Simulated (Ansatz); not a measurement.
Here is the system:

```yaml
crystal:
  lattice:
    - [0.00000, 3.27479, 3.27479]
    - [3.27479, 0.00000, 3.27479]
    - [3.27479, 3.27479, 0.00000]
  atoms:
    - { symbol: K, position: [0.00000, 0.00000, 0.00000] }
    - { symbol: Br, position: [0.50000, 0.50000, 0.50000] }
```

The numbers are results of PBEsol with spin-orbit coupling, rigid bands (plane waves, PAW; Ansatz, a first-principles code), not measurements. Condition of this run: spin-orbit coupling switched on. How the cell was made: cell and atoms relaxed with PBEsol.

Task: What conductivity effective mass do dilute electrons have at 300 K?

Result: 0.38 mₑ.

Task: What conductivity effective mass do dilute holes have at 300 K?

Result: 2.5 mₑ.

Task: And the band gap?

Result: 4.18 eV at this level; semilocal functionals usually fall short of the measured gap.

Rigid bands, one relaxation time for all states, no polarons.
